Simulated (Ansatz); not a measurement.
# Point defect Sn on the Si site + C vacancy (Sn_Si+V_C) in 4H silicon carbide

Level of theory: PBE, PAW (plane waves to 420 eV; Ansatz, a first-principles code). A supercell of 96 sites (3×2×1 repeats of a cell of 16 atoms) was used; the energies come from a 2×2×2 shifted sampling of its zone. Sites at the start: the Si(k) site; C(h) 1.89 Å away. Charged cells carry a point-charge image correction with potential alignment at far atoms. Dielectric constants: PBE linear response of the host. Host gap at this level: 2.23 eV. Finite-size and sampling errors can reach tenths of an eV here. PBE underestimates the host's gap, which shifts levels and can delocalise carriers. Spin–orbit coupling is left out, which matters for these heavy elements. Each state is the lowest found from its start.

The name describes the start; the neighbours show where the atoms ended.

Charges with a result: +2, +1, 0, −1. Others weren't obtained, and one of them could lie lower, also by skipping a charge.

```tsv
charge	moment (μB)	largest move off a lattice site (Å)	neighbours of the last Sn atom of the defect at the end (Å)	image correction with alignment (eV)	above the lowest spin state (eV)
+2	not spin-polarised	0.30	C 2.14, C 2.14, C 2.15	0.83	0.00
+1	1.0	0.39	C 2.16, C 2.16, C 2.19, Si 2.87, Si 2.93, Si 2.93	0.26	0.00
0	not spin-polarised	0.46	C 2.17, C 2.17, C 2.25, Si 2.70, Si 2.88, Si 2.88	0.01	0.00
0	2.0	0.48	C 2.21, C 2.21, C 2.21, Si 2.78, Si 2.78, Si 2.82	0.00	0.04
−1	1.0	0.59	C 2.25, C 2.25, C 2.28, Si 2.66, Si 2.70, Si 2.70	0.07	0.00
```

Transition levels above the valence-band maximum: ε(+2/+1) = 0.91 eV; ε(+1/0) = 1.33 eV; ε(0/−1) = 1.82 eV. On the lower envelope of the bound states, inside the gap: (+2/+1) at 0.91 eV; (+1/0) at 1.33 eV; (0/−1) at 1.82 eV.

Flagged in the runs: a host whose relaxation on this sampling wasn't shown to rest.

All states together cost roughly 100 core-minutes.
